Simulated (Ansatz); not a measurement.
Consider BaS in the zinc blende structure (space group F-43m, No. 216; a hypothetical phase, not in the database extracts checked).

```cif
data_BaS
_chemical_formula_sum 'S1 Ba1'
_space_group_name_H-M_alt 'P 1'
_space_group_IT_number 1
_cell_length_a 4.97491
_cell_length_b 4.97491
_cell_length_c 4.97491
_cell_angle_alpha 60.000
_cell_angle_beta 60.000
_cell_angle_gamma 60.000
loop_
_space_group_symop_operation_xyz
  'x, y, z'
loop_
_atom_site_label
_atom_site_type_symbol
_atom_site_fract_x
_atom_site_fract_y
_atom_site_fract_z
_atom_site_occupancy
S1 S 0.75000 0.75000 0.75000 1
Ba1 Ba 0.00000 0.00000 0.00000 1
```

Level of theory: Ansatz (a quantum-chemistry and plane-wave program) PBE, scalar-relativistic without spin-orbit coupling.

Before the change:

Band gap: 2.75 eV
Electron mass: 0.39 mₑ (at Γ)
Density: 3.23 g/cm³

Perturbation: a negative pressure, −1 GPa.

Task: Predict the new band gap.

Result: The band gap falls by 0.06 eV, from 2.75 eV to 2.69 eV.

Task: What happens to the electron mass?

Result: The electron mass remains 0.39 mₑ (at Γ).

Task: How does this affect the density?

Result: The density shrinks by 0.12 g/cm³, from 3.23 g/cm³ to 3.11 g/cm³.

Load acts through the strain it causes; cell and atoms are relaxed under it. Effective masses come from finite differences of ±0.01 Å⁻¹. No phonon test of stability was made.
